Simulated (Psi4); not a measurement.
Psi4 1.11, PBE0/def2-svp, scf_type pk: [SiH3][Si@@H]1OC=N[SiH2]1, 13 atoms. The geometry is a generated start, not checked to be a minimum at this level.

| Quantity | Value |
|---|---|
| task | energy |
| method | pbe0 |
| basis | def2-svp |
| memory | 7 GB |
| e_convergence | 1e-08 |
| d_convergence | 1e-07 |
| guess | auto, which took SAD (default) |
| diis_max_vecs | 10 (default) |
| scf_initial_accelerator | adiis (default) |
| dft_radial_points | 75 (default) |
| dft_spherical_points | 302 (default) |
| basis functions | 131 |
| grid points | 276789 |

```xyz
13

Si     2.1359     0.6716    -0.0612
Si     0.2669    -0.2074     0.8810
O     -0.1891    -1.6737     0.2071
C     -1.3279    -1.6888    -0.5495
N     -2.0903    -0.6735    -0.8057
Si    -1.5211     0.8193    -0.0627
H      2.3100     2.0878     0.3591
H      2.0696     0.6341    -1.5459
H      3.3490    -0.0787     0.3620
H      0.2593    -0.2902     2.3710
H     -1.5283    -2.7028    -0.9309
H     -2.5392     1.3026     0.9029
H     -1.1949     1.7996    -1.1272
```

The reference run uses exact four-centre integrals (scf_type = pk). Each setting ran once; only counts and results are compared.

Settings tried, all else as in the reference:
- scf_type = direct, screening = density, ints_tolerance = 1e-09
- scf_type = direct, screening = density, ints_tolerance = 1e-07
- scf_type = direct, screening = csam (default), ints_tolerance = 1e-05
- scf_type = direct, screening = csam (default), ints_tolerance = 1e-07
- scf_type = direct, screening = csam (default), ints_tolerance = 1e-09
- scf_type = direct, screening = density, ints_tolerance = 1e-05

Problem. Which of these stay within 1.0 meV/atom in energy of the reference run?

Solution. Within it: scf_type = direct, screening = csam (default), ints_tolerance = 1e-09; scf_type = direct, screening = density, ints_tolerance = 1e-09; scf_type = direct, screening = density, ints_tolerance = 1e-07; scf_type = direct, screening = csam (default), ints_tolerance = 1e-07; scf_type = direct, screening = csam (default), ints_tolerance = 1e-05. At the edge (between 0.75 and 1.33 times the tolerance): scf_type = direct, screening = density, ints_tolerance = 1e-05. No setting lies outside.

| setting | energy against the reference |
|---|---|
| scf_type = direct, screening = csam (default), ints_tolerance = 1e-09 | under 0.001 meV/atom |
| scf_type = direct, screening = density, ints_tolerance = 1e-09 | under 0.001 meV/atom |
| scf_type = direct, screening = density, ints_tolerance = 1e-07 | −0.0061 meV/atom |
| scf_type = direct, screening = csam (default), ints_tolerance = 1e-07 | −0.0062 meV/atom |
| scf_type = direct, screening = csam (default), ints_tolerance = 1e-05 | −0.59 meV/atom |
| scf_type = direct, screening = density, ints_tolerance = 1e-05 | −0.75 meV/atom |

Total energies are compared; such shifts often cancel in part in energy differences. The tolerance is a choice made for this comparison.
